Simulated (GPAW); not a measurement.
Band structure of CaCo2Ge2 (I4/mmm, 5 atoms in the cell).

```
CELL_PARAMETERS angstrom
     -2.00458     2.00458     5.22806
      2.00458    -2.00458     5.22806
      2.00458     2.00458    -5.22806
ATOMIC_POSITIONS crystal
  Ca 0.00000 0.00000 0.00000
  Co 0.25000 0.75000 0.50000
  Co 0.75000 0.25000 0.50000
  Ge 0.36710 0.36710 0.00000
  Ge 0.63290 0.63290 0.00000
```

Level of theory: LDA (Perdew-Wang 92), GPAW PAW datasets LDA (gpaw-data 1.0.1) (plane waves; GPAW).

Settings: mode = pw; ecut = 800 eV; xc = LDA; kpts = 7 7 7; mesh shift (steps) = 0 0 0; occupations.name = fermi-dirac; occupations.width = 0.05 eV; nbands = -11; convergence.density = 1e-05 e/electron; symmetry.symmorphic = false; symmetry.tolerance = 0.0005; maxiter = 120; bandpath_npoints = 40.

The starting cell comes from a database of computed structures (which also holds hypothetical and non-ambient phases and stackings), without a prior relaxation at this level. Its lattice was rescaled by a random factor within 2.5 % of one. Spin polarisation is off.

Levels in eV from the Fermi level, bands 15 to 22:
| point | 15 | 16 | 17 | 18 | 19 | 20 | 21 | 22 |
|---|---|---|---|---|---|---|---|---|
| Γ | -0.76 | -0.58 | -0.29 | -0.29 | -0.14 | 1.07 | 2.64 | 2.64 |
| X | -1.60 | -0.88 | -0.75 | -0.74 | -0.57 | 0.20 | 0.32 | 2.09 |
| Y | -1.63 | -0.95 | -0.75 | -0.67 | -0.22 | 0.20 | 0.41 | 2.11 |
| S | -1.29 | -1.18 | -1.14 | 0.30 | 0.69 | 0.90 | 2.95 | 3.14 |
| Z | -0.58 | -0.22 | -0.22 | -0.14 | 0.92 | 1.68 | 2.48 | 3.39 |
| S1 | -1.29 | -1.18 | -1.14 | 0.30 | 0.69 | 0.90 | 2.95 | 3.14 |
| N | -1.28 | -1.27 | -0.97 | -0.54 | 0.97 | 1.78 | 1.92 | 2.89 |
| P | -1.66 | -0.76 | -0.76 | -0.74 | -0.74 | 0.28 | 0.28 | 1.83 |
| Y1 | -1.63 | -0.95 | -0.75 | -0.67 | -0.22 | 0.20 | 0.41 | 2.11 |

Bands cross the Fermi level along this path, so the cell is metallic at this level.
